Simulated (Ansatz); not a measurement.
## LaN (model structure, started from the zincblende type, F-43m, No. 216, 2 atoms in the cell)

These are PBE-D3(BJ) (PAW; Ansatz, a program for electronic structure) values and carry that method's errors.

Settings: plane-wave cutoff 520 eV, 10×10×10 k mesh, Fermi–Dirac smearing 0.01 eV, scalar-relativistic PAW data made under PBE.

Cell (relaxed at this level):

```xyz
2
Lattice="0.0000 2.7835 2.7835 2.7835 0.0000 2.7835 2.7835 2.7835 0.0000" Properties=species:S:1:pos:R:3 pbc="T T T"
N      4.1752     4.1752     4.1752
La     0.0000     0.0000     0.0000
```

- band gap: 1.18 eV
- smallest direct gap on the k points sampled: 2.29 eV
- Γ–Γ gap: 3.21 eV

Note: the relaxation could raise the start's symmetry but not lower it, so the cell can be a saddle point.

Spin–orbit coupling is not included.

A model structure was made by putting elements into a prototype or built by hand; it is no filed structure, need not be a known phase, and can be a saddle point held by its symmetry.
